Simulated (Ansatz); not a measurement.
Response to strain in SnO2

The reference is SnO2 in the rutile structure (space group P4_2/mnm, No. 136; a = 4.828 Å, c = 3.238 Å). Axes: x, y, z lie along a, b, c of the conventional cell.

Strains are applied to the cell and any free atomic positions relax; under biaxial strain the out-of-plane vector relaxes too; under stress the whole cell relaxes.

Levels (all Ansatz, a first-principles code, PAW, earlier PAW set): PBE (420 eV, without spin-orbit coupling); r2SCAN (500 eV, scalar-relativistic without spin-orbit coupling); HSE06 (420 eV, no spin-orbit coupling); PBE+SOC (420 eV, noncollinear with spin-orbit coupling).

Band gaps by level, all at the geometries relaxed with PBE:

| case | PBE | r2SCAN | HSE06 | PBE+SOC |
|---|---|---|---|---|
| base | 0.68 eV | 1.34 eV | 2.38 eV | 0.69 eV |
| biaxial strain −0.27 %, plane normal [001], relaxed out of plane | 0.70 eV | 1.37 eV | 2.40 eV | 0.71 eV |
| biaxial strain +2.96 %, plane normal [001], relaxed out of plane | 0.50 eV | 1.12 eV | 2.14 eV | 0.51 eV |
| uniaxial stress, 1 GPa compression along z | 0.71 eV | 1.37 eV | 2.40 eV | 0.72 eV |

Single points use the geometry relaxed with PBE. Differences between runs with and without spin-orbit coupling are approximate. Stability under load was not tested beyond the relaxation.
